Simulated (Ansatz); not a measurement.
Start from MoSi2 (space group I4/mmm, No. 139; a = 3.202 Å, c = 7.819 Å). Axes: x, y, z lie along a, b, c of the conventional cell.

The values are results of r2SCAN (Ansatz, a first-principles code; PAW; 500 eV plane waves; scalar-relativistic without spin-orbit coupling), earlier PAW set, not measurements.

Base values:

Pressure: 0.0 GPa
Volume per atom: 13.36 Å³

The change: biaxial strain +2.86 %, plane normal [001], relaxed out of plane (Cartesian); in-plane vectors clamped, the third vector and the atoms free.

### Question
Predict the new pressure.

### Answer
The pressure (mean of the normal stresses, compression positive) goes from zero to -8.4 GPa.

### Question
What does the calculation give for the volume per atom after the change?

### Answer
The volume per atom grows by 0.65 Å³ to 14.01 Å³.

### Question
What happens to the energy relative to the base?

### Answer
The energy grows by 32 meV/atom.

A case with no gap was solved on a k-mesh chosen for an insulator, which is coarse for it. Without a gap, meshes like the base's 14×14×14 leave anisotropic stresses uncertain by several tenths of a GPa, and small strain energies with them. No phonon test of stability was made. The final runs are not spin-polarised.
